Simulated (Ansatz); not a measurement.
Hypothetical R3m MgInGaO4 under a change: isotropic strain +1.55 %

The reference is MgInGaO4 (space group R3m, No. 160; a = 3.3437 Å, c = 25.2994 Å (hexagonal axes); a hypothetical phase, not in the database extracts checked).

Now apply this change: an isotropic linear strain of +1.55 %; the atoms relax in the strained cell.

Calculations: PBEsol (Ansatz, a quantum-chemistry and plane-wave program; PAW; 420 eV plane waves; without spin-orbit coupling). k-mesh 11×11×11 (Γ-centred); smearing 0.05 eV (Fermi–Dirac).

| quantity | base | changed | shift |
|---|---|---|---|
| space group | R3m (No. 160) | R3m (No. 160) | – |
| shortest interatomic distance | 1.928 Å | 1.952 Å | +0.024 Å |
| energy relative to the base (free energy F) | 0 meV/atom | +12 meV/atom | +12 meV/atom |
| pressure (mean of the normal stresses, compression positive) | 0.0 kbar | -66.3 kbar | -66.3 kbar |
| band gap | 2.07 eV | 1.80 eV | -0.27 eV |
| gap character | indirect, Γ–S₀ (36 % along) → Γ | indirect, Γ–S₀ (36 % along) → Γ | – |
| mean gap deformation potential ΔEg/Δln V | – | -5.9 eV | – |

Whether these cells are dynamically stable was not tested.
